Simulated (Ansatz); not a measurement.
Consider SrVO3 in the cubic perovskite structure (space group Pm-3m, No. 221; a = 3.858 Å).

(Cell as relaxed with PBE.)

Levels (all Ansatz, an electronic-structure program, PAW, earlier PAW set): PBE (420 eV, spin-orbit coupling left out); r2SCAN (500 eV, no spin-orbit coupling).

Each level relaxes its own structure.

```
quantity                      PBE      r2SCAN
-------------------  ------------  ----------
volume per atom          11.49 Å³  (withheld)
lattice parameter a       3.858 Å  (withheld)
band gap                     zero  (withheld)
magnetic state       non-magnetic  (withheld)
largest site moment       0.00 μB  (withheld)
```

**Question.** Given the PBE results, estimate those of r2SCAN.

**Answer.** 
- volume per atom, r2SCAN: 11.34 Å³
- lattice parameter a, r2SCAN: 3.842 Å
- band gap, r2SCAN: zero
- magnetic state, r2SCAN: ferromagnetic
- largest site moment, r2SCAN: 0.82 μB

PBE's volume per atom lies 0.15 Å³ above r2SCAN's (1.3 %); PBE's lattice parameter a lies 0.016 Å above r2SCAN's (0.4 %); they disagree on the magnetic state; PBE's largest site moment lies 0.82 μB below r2SCAN's; the two agree on the band gap. Neither level is exact; r2SCAN is the comparison here, not a measurement.

The magnetic state is the one reached from the starting moments; the real material's order can differ, and small cells can't hold many antiferromagnetic ones. No phonon test of stability was made. Starting moments died away, wholly or in part, for the base; another magnetic solution may exist. No Hubbard U is applied, and correlation can decide whether such a compound is a metal. Spin-polarised in the final run: r2SCAN base; the other runs are not. An odd electron count without spin: SrVO3.
